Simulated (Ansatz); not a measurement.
A self-consistent single point of Sr5As3O12F (P6_3/m, 42 atoms in the cell) with Ansatz (a program for electronic structure).

Method of the run: LDA (PW92), default PAW files made with PBE (plane waves; Ansatz).

The change in words: lattice scaled by 1.015. Reference geometry:
```
Sr5As3O12F
1.0
    9.92407     0.00000     0.00000
   -4.96203     8.59449     0.00000
    0.00000     0.00000     7.34619
Sr As O F
10 6 24 2
Direct
  0.33333   0.66667   0.00132
  0.66667   0.33333   0.50132
  0.66667   0.33333   0.99868
  0.33333   0.66667   0.49868
  0.23777   0.98886   0.25000
  0.24891   0.23777   0.75000
  0.01114   0.24891   0.25000
  0.76223   0.01114   0.75000
  0.75109   0.76223   0.25000
  0.98886   0.75109   0.75000
  0.40023   0.37000   0.25000
  0.03023   0.40023   0.75000
  0.63000   0.03023   0.25000
  0.59977   0.63000   0.75000
  0.96977   0.59977   0.25000
  0.37000   0.96977   0.75000
  0.32360   0.48610   0.25000
  0.83750   0.32360   0.75000
  0.51390   0.83750   0.25000
  0.67640   0.51390   0.75000
  0.16250   0.67640   0.25000
  0.48610   0.16250   0.75000
  0.59400   0.47010   0.25000
  0.12390   0.59400   0.75000
  0.52990   0.12390   0.25000
  0.40600   0.52990   0.75000
  0.87610   0.40600   0.25000
  0.47010   0.87610   0.75000
  0.34380   0.25410   0.06880
  0.08970   0.34380   0.56880
  0.74590   0.08970   0.06880
  0.65620   0.74590   0.56880
  0.91030   0.65620   0.06880
  0.25410   0.91030   0.56880
  0.65620   0.74590   0.93120
  0.91030   0.65620   0.43120
  0.25410   0.91030   0.93120
  0.34380   0.25410   0.43120
  0.08970   0.34380   0.93120
  0.74590   0.08970   0.43120
  0.00000   0.00000   0.25000
  0.00000   0.00000   0.75000
```

Reference input (self-consistent single point, DFT, LDA (PW92), plane waves, default PAW files made with PBE): basis.ecutwfc = 30.9 Ry; kpoints.mp_grid.grid = 2 2 3; hamiltonian.xc = lda; hamiltonian.pseudopotentials = {kind: paw} (the program's default PAW files); scf.occupations.method = methfessel_paxton; scf.occupations.width = 0.0147 Ry. This run's input differs from it in these lines:

```diff
@@ -2,5 +2,5 @@
   lattice:
-    - [9.92406600, 0.00000000, 0.00000000]
-    - [-4.96203300, 8.59449300, 0.00000000]
-    - [0.00000000, 0.00000000, 7.34619300]
+    - [10.07292700, 0.00000000, 0.00000000]
+    - [-5.03646300, 8.72341000, 0.00000000]
+    - [0.00000000, 0.00000000, 7.45638600]
   atoms:
```

Output (repeated stretches shortened):

```
SCF iter   1: F=—  HF=-78037.552928 eV  |F-HF|=—  |Δ(HF+E_count)|=         —  Δρ=1.44e-2  dr2=1.22e0  ethr=1.77e-3  ⟨swp⟩=10.0  Hψ=4620  notcnv=0
all-band conjugate gradients solve this SCF's bands
preconditioner: auto → Resta (q_TF=auto, 2.455 Å⁻¹)
SCF iter   2: F=—  HF=-78037.230605 eV  |F-HF|=—  |Δ(HF+E_count)|=   3.22e-1  S|Δr|=    0.00e0  Δρ=4.05e-3  dr2=4.63e-2  ethr=3.50e-4  ⟨swp⟩=2.0  Hψ=1513  notcnv=0  defer=8
   [... lines left out ...]
SCF iter   8: F=—  HF=-78037.212953 eV  |F-HF|=—  |Δ(HF+E_count)|=  8.15e-10  S|Δr|=    0.00e0  Δρ=1.00e-5  dr2=7.08e-7  ethr=1.13e-9  ⟨swp⟩=2.0  Hψ=1256  notcnv=0  defer=8
SCF iter   9: F=—  HF=-78037.212953 eV  |F-HF|=—  |Δ(HF+E_count)|=   2.65e-8  S|Δr|=    0.00e0  Δρ=7.28e-6  dr2=2.65e-7  ethr=2.04e-10  ⟨swp⟩=3.0  Hψ=1279  notcnv=0  defer=8
SCF iter  10: F=-78037.212953 eV  HF=-78037.212953 eV  |F-HF|=1.02e-9  |Δ(HF+E_count)|=   3.94e-8  S|Δr|=    0.00e0  Δρ=1.44e-6  dr2=1.63e-8  ethr=2.87e-11  ⟨swp⟩=14.8  Hψ=5370  notcnv=0
SCF 1 converged in 10 iterations: F = -78037.212953 eV  dr2 = 1.63e-8
Stability not checked (fill_not_monotonic)
Free energy (F): -78037.212953 eV
Internal energy: -78037.212953 eV  (E = F + TS)
E sigma→0 (E₀):  -78037.212953 eV
Fermi energy:    7.196533 eV
--- Forces (eV/Å), atoms counted from 1 ---
  atom   1  Sr    -0.00000000    -0.00000000    -0.05858701
  atom   2  Sr     0.00000000     0.00000000    -0.05858701
  atom   3  Sr     0.00000000     0.00000000     0.05858701
  atom   4  Sr    -0.00000000    -0.00000000     0.05858701
  atom   5  Sr     0.20087224     0.23445318     0.00000000
   [... 33 lines left out ...]
   [... lines left out ...]
  atom  42  F     -0.00000000    -0.00000000     0.00000000
--- Stress (GPa, compression-positive) ---
       -4.642749       0.000000       0.000000
       -0.000000      -4.642749       0.000000
        0.000000       0.000000      -4.788750
  P = ⅓ Tr σ = -4.6914 GPa (-46.914 kbar)
  The stress holds the Pulay correction. Without it, at fixed plane waves, as pw.x and ABINIT print it: P = -5.3417 GPa
```

The run converged in 10 iterations. Against the reference run the free energy goes up by 9.4 meV/atom, the pressure goes from 0.46 to -4.69 GPa, the largest force goes from 1.181 to 0.375 eV/Å and the gap on the mesh goes from 4.355 to 4.032 eV.

The starting cell comes from a database of published, mostly measured structures (it also holds non-ambient and calculated ones), without a prior relaxation at this level. Its lattice was rescaled by a random factor within 2.5 % of one. For this run, on top of that: lattice scaled by 1.015. Ansatz's pressure includes its estimate of the finite-basis (Pulay) stress. Without the estimate this run gives -5.34 GPa.

Keys are those of Ansatz 0.2.
